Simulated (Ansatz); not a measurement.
This Ansatz (an electronic-structure program) input is the reference run, MgSe in the rock salt structure (space group Fm-3m, No. 225), computed with Kohn–Sham DFT with the PBE functional, run in Ansatz with PAW and 420 eV plane waves, no SOC, earlier PAW set:

Ansatz 0.2 input:
```yaml
crystal:
  lattice:
    - [0, 2.754152442, 2.754152442]
    - [2.754152442, 0, 2.754152442]
    - [2.754152442, 2.754152442, 0]
  atoms:
    - { symbol: Se, position: [0, 0, 0] }
    - { symbol: Mg, position: [0.5, 0.5, 0.5] }
basis: { ecutwfc: 420, ecutrho_ratio: 4, xc_grid: 2, fft_grid_basis: typed }
kpoints: { mp_grid: { grid: [10, 10, 10] } }
hamiltonian:
  xc: pbe
  dispersion: none
  pseudopotentials: { azcp: { folder: ./paw }, kind: paw }
scf: { occupations: { method: fermi_dirac, width: 0.05 }, convergence: { dr2_threshold: 0.0000000002 } }
output: { forces: true, stress: true }
checkpoint: { write: state.ck, write_every: 1000 }
```

### Question
Write the input for this change: every lattice vector is shortened by 4.33 %; the atoms relax in the strained cell.

### Answer
Ansatz 0.2 input:
```yaml
crystal:
  lattice:
    - [0, 2.6348976413, 2.6348976413]
    - [2.6348976413, 0, 2.6348976413]
    - [2.6348976413, 2.6348976413, 0]
  atoms:
    - { symbol: Se, position: [0, 0, 0] }
    - { symbol: Mg, position: [0.5, 0.5, 0.5] }
basis: { ecutwfc: 420, ecutrho_ratio: 4, xc_grid: 2, fft_grid_basis: typed }
kpoints: { mp_grid: { grid: [10, 10, 10] } }
hamiltonian:
  xc: pbe
  dispersion: none
  pseudopotentials: { azcp: { folder: ./paw }, kind: paw }
scf: { occupations: { method: fermi_dirac, width: 0.05 }, convergence: { dr2_threshold: 0.0000000002 } }
relax: { f_tol: 0.005, max_steps: 50 }
output: { forces: true, stress: true }
checkpoint: { write: state.ck, write_every: 1000 }
```
This is the input that was run.

No phonon test of stability was made.
